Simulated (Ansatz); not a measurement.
Rb2PtTe2 (Immm, No. 71, 5 atoms in the cell; start mp-1070498) was calculated with PBEsol in Ansatz (plane waves, PAW).

Numerical settings: plane-wave cutoff 500 eV, 12×12×12 k mesh, Fermi–Dirac smearing 0.05 eV, scalar-relativistic PAW data made under PBE.

Cell (relaxed at this level):

```cif
data_Pt2Rb4Te4
_chemical_formula_sum 'Rb4 Te4 Pt2'
_space_group_name_H-M_alt 'Immm'
_space_group_IT_number 71
_space_group_name_Hall '-I 2 2'
_cell_length_a 4.00144
_cell_length_b 7.98964
_cell_length_c 10.67272
_cell_angle_alpha 90.000
_cell_angle_beta 90.000
_cell_angle_gamma 90.000
loop_
_atom_site_label
_atom_site_type_symbol
_atom_site_symmetry_multiplicity
_atom_site_Wyckoff_symbol
_atom_site_fract_x
_atom_site_fract_y
_atom_site_fract_z
_atom_site_occupancy
Rb1 Rb 4 j 0.00000 0.50000 0.20331 1
Te1 Te 4 h 0.50000 0.21567 0.00000 1
Pt1 Pt 2 a 0.00000 0.00000 0.00000 1
```
(The calculation used a cell of 5 atoms; values per cell refer to that cell.)

Task: Give the computed band gap.

Result: 
- band gap = 0.88 eV (on the SCF k mesh)

Note: the relaxation could not lower the start's symmetry, so the cell can be a saddle point above a distorted one.

Spin–orbit coupling is not included; with these elements it can move the gap by several tenths of an eV or more.

It cost very roughly 15 core-minutes of CPU time.

A start named mp-… is a Materials Project structure, which need not be a measured phase.

Ansatz is a quantum-chemistry and plane-wave program.
